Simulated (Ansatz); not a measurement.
## O_Ga (metastable alpha Ga2O3 host)

The numbers are results of PBE, PAW (plane waves to 420 eV; Ansatz, a program for electronic structure), not measurements. A supercell of 120 sites (2×2×1 repeats of a cell of 30 atoms) was used; the energies come from a 2×2×2 Γ-centred sampling of its zone. Site at the start: the Ga site. Finite-size correction: monopole term and site-potential alignment. Dielectric constants: PBE linear response of the host. Host gap at this level: 2.40 eV. Finite-size and sampling errors can reach tenths of an eV here. Levels are measured in PBE's own, too narrow, gap. Spin–orbit coupling is left out. Each state is the lowest found from its start.

Formation energies E_f are given with the Fermi level at the valence-band maximum. Chemical conditions: Ga-rich (Δμ(Ga) = 0.00 eV, Δμ(O) = -2.99 eV; only phases computed here count, gases as isolated molecules at 0 K); O-rich (Δμ(Ga) = -4.48 eV, Δμ(O) = 0.00 eV; only phases computed here count, gases as isolated molecules at 0 K). Reference phases: Ga: alpha gallium, O: O2 molecule in a box.

Charges with a result: +2, +1, 0. Others weren't obtained, and one of them could lie lower, also by skipping a charge.

| charge | moment (μB) | point group | largest move off a lattice site (Å) | image correction with alignment (eV) | E_f, Ga-rich (eV) | E_f, O-rich (eV) | above the lowest spin state (eV) |
|---|---|---|---|---|---|---|---|
| +2† | 1.0 | – | 0.58 | 0.10 | – | – | 0.00 |
| +1 | 0.0 | C1 | 0.53 | -0.05 | 11.00 | 3.53 | 0.00 |
| +1 | not spin-polarised | C1 | 0.53 | -0.05 | 11.00 | 3.53 | 0.00 |
| 0 | 1.0 | C1 | 0.57 | 0.00 | 11.39 | 3.92 | 0.00 |

† Not settled in this cell, so no level is given: charge +2: level within 0.1 eV of a band edge or past it.

Point groups are those of the whole cell at tolerances of 0.03 and 0.1 Å ("near" where only the looser one holds); none is given for unsettled states.

Starting moments that weren't kept: charge +1 began with 2 μB and ended with 0.0.

No usable result was obtained for charge −1, −2.

Transition levels above the valence-band maximum: ε(+1/0) = 0.39 eV. With a charge missing or unsettled, these needn't be thermodynamic levels.

Flagged in the runs: a host whose relaxation on this sampling wasn't shown to rest, a strain field that reaches the edge of the cell.
